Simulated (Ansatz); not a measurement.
## A self-consistent single point of LuTl3 (P4mm, 4 atoms in the cell) with Ansatz

Computed with PBEsol, default PAW files made with PBE (plane waves; Ansatz, a first-principles code).

Input:

Ansatz 0.2 input:
```yaml
# LuTl3
crystal:
  lattice:
    - [4.702044, 0.000000, 0.000000]
    - [0.000000, 4.702044, 0.000000]
    - [0.000000, 0.000000, 4.702044]
  atoms:
    - { symbol: Lu, position: [0.000000, 0.000000, 0.010634] }
    - { symbol: Tl, position: [0.000000, 0.500000, 0.500000] }
    - { symbol: Tl, position: [0.500000, 0.000000, 0.500000] }
    - { symbol: Tl, position: [0.500000, 0.500000, 0.000000] }
basis:
  ecutwfc: 30.9 Ry
kpoints:
  mp_grid:
    grid: [5, 5, 5]
hamiltonian:
  xc: pbesol
  pseudopotentials:
    kind: paw
scf:
  occupations:
    method: fermi_dirac
    width: 0.0073 Ry
output:
  forces: true
  eigenvalues: true
  stress: true
```

The program printed (abridged):

```
WARN ansatz: RAYON_NUM_THREADS=1 ignored (pool sized by the plan → 1); use --threads N
Pseudopotentials: kind: paw
Pseudopotential: Lu, paw, valence charge 25
Pseudopotential: Tl, paw, valence charge 13
Crystal: 4 atoms, lattice volume = 103.959 Å³
Basis set: ecut = 420.4159175005146 eV, 2007 PW (Γ), exchange–correlation on 64×64×64 points (8 copies of the dense FFT grid, shifted against one another)
Bands: 39, of which v1, the nominal top of the filled ones, is band 32 counted from 1 (31 counted from 0)
Symmetry: 8 space group operations
Space group: P4mm (ITA 99), of the structure as read, at distance tolerance 4.7e-5 Å
k-points: 18 of 125 (time reversal used)
PAW frozen core: Lu, regenerated for the run's functional, and the local potential with it
PAW frozen core: Tl, regenerated for the run's functional, and the local potential with it
Initial density: superposition of atomic densities (neutral atoms: chi_scale 0, normalization atom), corrected by the library's trained network
Initial wavefunctions: pseudopotential atomic-orbital guess
Eigensolver: davidson
Functional: x = pbesol(κ = 0.804, μ = 0.12345679012345678), c = pbesol(β = 0.046)
SCF iter   1: F=—  HF=-48499.360460 eV  |F-HF|=—  |Δ(HF+E_count)|=         —  Δρ=2.77e-3  dr2=1.68e-2  ethr=1.77e-3  ⟨swp⟩=7.4  Hψ=2991  notcnv=0
all-band conjugate gradients solve this SCF's bands
preconditioner: auto → Kerker (q_TF=auto, 2.516 Å⁻¹)
SCF iter   2: F=—  HF=-48499.354677 eV  |F-HF|=—  |Δ(HF+E_count)|=   5.78e-3  Δρ=1.68e-3  dr2=7.06e-3  ethr=2.62e-5  ⟨swp⟩=2.1  Hψ=1414  notcnv=0
SCF iter   3: F=—  HF=-48499.355229 eV  |F-HF|=—  |Δ(HF+E_count)|=   5.52e-4  Δρ=1.53e-3  dr2=2.92e-3  ethr=1.10e-5  ⟨swp⟩=2.2  Hψ=1292  notcnv=0
SCF iter   4: F=—  HF=-48499.352770 eV  |F-HF|=—  |Δ(HF+E_count)|=   2.46e-3  Δρ=4.97e-4  dr2=3.71e-4  ethr=4.56e-6  ⟨swp⟩=2.3  Hψ=1357  notcnv=0
SCF iter   5: F=—  HF=-48499.352645 eV  |F-HF|=—  |Δ(HF+E_count)|=   1.25e-4  Δρ=1.48e-4  dr2=4.10e-5  ethr=5.80e-7  ⟨swp⟩=2.2  Hψ=1323  notcnv=0
SCF iter   6: F=—  HF=-48499.352645 eV  |F-HF|=—  |Δ(HF+E_count)|=   4.62e-7  Δρ=4.89e-5  dr2=2.50e-6  ethr=6.40e-8  ⟨swp⟩=2.9  Hψ=1315  notcnv=0
SCF iter   7: F=—  HF=-48499.352646 eV  |F-HF|=—  |Δ(HF+E_count)|=   7.35e-7  Δρ=2.33e-5  dr2=4.27e-7  ethr=3.90e-9  ⟨swp⟩=2.7  Hψ=1316  notcnv=0
SCF iter   8: F=-48499.352645 eV  HF=-48499.352645 eV  |F-HF|=1.02e-9  |Δ(HF+E_count)|=   8.17e-7  Δρ=2.91e-6  dr2=1.01e-8  ethr=1.56e-10  ⟨swp⟩=9.3  Hψ=4653  notcnv=0
SCF 1 converged in 8 iterations: F = -48499.352645 eV  dr2 = 1.01e-8
SCF converged after 8 iterations
Free energy (F): -48499.352645 eV
Harris-Foulkes:  -48499.352645 eV  (|F-HF|=1.02e-9)
Internal energy: -48499.276434 eV  (E = F + TS)
E sigma→0 (E₀):  -48499.314540 eV
Entropy (-TS):   -0.076211 eV (-19.053 meV/atom)
Fermi energy:    12.626705 eV
--- Per-component energies (eV) ---
  E_band       = 62.865054
  E_kinetic    = 1421.644351
  E_local      = -9635.681546  (includes V_loc(G=0)·N_el)
  E_nonlocal   = 1538.655646
  E_hartree    = 3949.315172
  E_xc         = -902.447371
  E_vxc        = -684.230563  (∫ρ·V_xc dr)
  E_paw        = -37311.020797  (= ΣΔE_a)
  E_vpaw       = -476.155071  (= ΣTr[D̂ρ^β])
  E_aug_tail   = 0.000130  (compensation charges beyond the density's cutoff)
  E_ewald      = -7561.048982
  E_core_change = 1.306963  (= ΣΔE_core)
  E_smearing   = -0.076211  (= −TS)
  E_closure    = 0.000000  (closes the sum)
  Σ components = -48499.352645   (vs F -48499.352645, Δ=0.00e0)
--- Forces (eV/Å), atoms counted from 1 ---
  atom   1  Lu     0.00000000     0.00000000    -0.15778332
  atom   2  Tl     0.00000000     0.00000000     0.08889897
  atom   3  Tl     0.00000000     0.00000000     0.08889897
  atom   4  Tl     0.00000000     0.00000000    -0.02001550
  max |Σ_I F_I| component: 8.86e-7 eV/Å
--- Stress (GPa, compression-positive) ---
       -1.789016       0.000000      -0.000000
        0.000000      -1.789016       0.000000
       -0.000000       0.000000      -1.789088
  P = ⅓ Tr σ = -1.7890 GPa (-17.890 kbar)
  The stress holds the Pulay correction. Without it, at fixed plane waves, as pw.x and ABINIT print it: P = -1.8381 GPa
--- Band table (eV; the first three rows and the last of 18) ---
  k-point 0: bands = ["-44.2801", "-14.9316", "-14.9315", "-14.9315", "0.7316", "0.7686", "0.7690", "0.7690", "0.9958", "0.9968", "1.3250", "1.3250", "1.3263", "1.5405", "1.5412", "1.7472", "1.8324", "1.8328", "1.8328", "2.5651", "6.9664", "6.9665", [...]
  k-point 1: bands = ["-44.2800", "-14.9358", "-14.9316", "-14.9316", "0.7905", "0.8035", "0.8490", "0.8490", "1.0216", "1.0677", "1.3034", "1.3305", "1.3305", "1.4848", "1.5417", "1.6959", "1.7177", "1.7177", "1.8325", "2.8796", "6.9596", "6.9600", [...]
  k-point 2: bands = ["-44.2800", "-14.9425", "-14.9319", "-14.9319", "0.8307", "0.9556", "1.0607", "1.0607", "1.0767", "1.2263", "1.2615", "1.3196", "1.3196", "1.3380", "1.4706", "1.4706", "1.5247", "1.5883", "1.8326", "3.7946", "5.5194", "6.9494", [...]
  k-point 17: bands = ["-44.2799", "-14.9393", "-14.9387", "-14.9386", "0.8890", "0.9173", "0.9610", "0.9613", "1.0983", "1.0986", "1.1571", "1.3306", "1.3987", "1.3994", "1.4108", "1.4119", "1.6844", "1.6846", "1.7622", "6.0141", "6.8998", [...]
```

The run converged in 8 iterations.

The starting cell comes from a database of computed structures (which also holds hypothetical and non-ambient phases and stackings), without a prior relaxation at this level. Its lattice was rescaled by up to half a per cent. One atom was moved a little off its site on purpose. Spin-orbit coupling is off. Ansatz's pressure includes its estimate of the finite-basis (Pulay) stress.
